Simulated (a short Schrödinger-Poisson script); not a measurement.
**Gated In0.52Al0.48As/In0.53Ga0.47As δ-doped gas in a quantum well**

System: gated In0.52Al0.48As/In0.53Ga0.47As δ-doped gas in a quantum well, at 300 K.

```tsv
layer	material	thickness (nm)	Na (cm⁻³)
1	In0.52Al0.48As	15	-
2	In0.52Al0.48As	20	-
3	In0.53Ga0.47As	8	-
4	In0.52Al0.48As	4000	3e15
```

The device is made up for the run: typed textbook-type constants, with dimensions and the other settings drawn at random. In0.52Al0.48As: permittivity 12.5, conduction-band edge (eV) 0.52, gap (eV) 1.45, electron mass (mₑ) 0.075, Nv at 300 K (cm⁻³) 1.1e19. In0.53Ga0.47As: permittivity 13.9, conduction-band edge (eV) 0, gap (eV) 0.74, Nv at 300 K (cm⁻³) 7.7e18.

Channel valleys (confinement mass, in-plane density-of-states mass, number): Γ 0.041, 0.041, 1. At the gate the conduction-band edge of layer 1 lies 0.65 eV − eVg above the Fermi level of the channel; the field vanishes at the back. Sheet of ionised δ-doping: +1.8e12 e/cm² at 15 nm from the gate. The barrier under the gate holds no holes. Gaps are held at their typed values at every temperature. Mesh 0.08 nm at interfaces.

Solved with a short Schrödinger-Poisson script written for these runs: 1D Poisson equation in equilibrium, electrons quantum, Hartree (BenDaniel-Duke, 40 states a valley, the channel's in-plane mass for all, wave functions free to enter the barrier), parabolic valleys, classical holes, full ionisation, no traps, pinning or gate leakage.

| Vg (V) | electrons (cm⁻²) | in the channel layer | C (μF/cm²) | Γ E0 (meV) | Γ E1 (meV) |
|---|---|---|---|---|---|
| 0.4 | 8.32e11 | 7.94e11 | 0.276 | -44.0 | 123.5 |
| 0.35 | 7.48e11 | 7.17e11 | 0.266 | -38.3 | 155.6 |
| 0.3 | 6.67e11 | 6.40e11 | 0.262 | -32.4 | 172.2 |
| 0.25 | 5.86e11 | 5.63e11 | 0.260 | -26.2 | 178.7 |
| 0.2 | 5.06e11 | 4.86e11 | 0.257 | -19.6 | 185.6 |
| 0.15 | 4.27e11 | 4.10e11 | 0.253 | -12.5 | 193.0 |
| 0.1 | 3.50e11 | 3.36e11 | 0.248 | -4.7 | 201.0 |
| 0.05 | 2.74e11 | 2.64e11 | 0.241 | 4.0 | 210.1 |
| 0 | 2.02e11 | 1.94e11 | 0.230 | 14.2 | 220.6 |
| -0.05 | 1.34e11 | 1.29e11 | 0.211 | 26.9 | 233.6 |
| -0.1 | 7.49e10 | 7.20e10 | 0.178 | 43.7 | 250.7 |
| -0.15 | 3.06e10 | 2.95e10 | 0.121 | 68.2 | 275.3 |
| -0.2 | 8.01e9 | 7.71e9 | 0.0565 | 103.5 | 310.7 |
| -0.25 | 1.51e9 | 1.45e9 | 0.0274 | 146.9 | 354.2 |
| -0.3 | 2.55e8 | 2.46e8 | 0.0215 | 192.8 | 400.1 |
| -0.35 | 4.25e7 | 4.10e7 | 0.0212 | 239.1 | 446.4 |
| -0.4 | 7.11e6 | 6.84e6 | 0.0219 | 285.4 | 492.7 |
| -0.45 | 1.19e6 | 1.15e6 | 0.0229 | 331.5 | 538.8 |

Subbands count from the Fermi level.
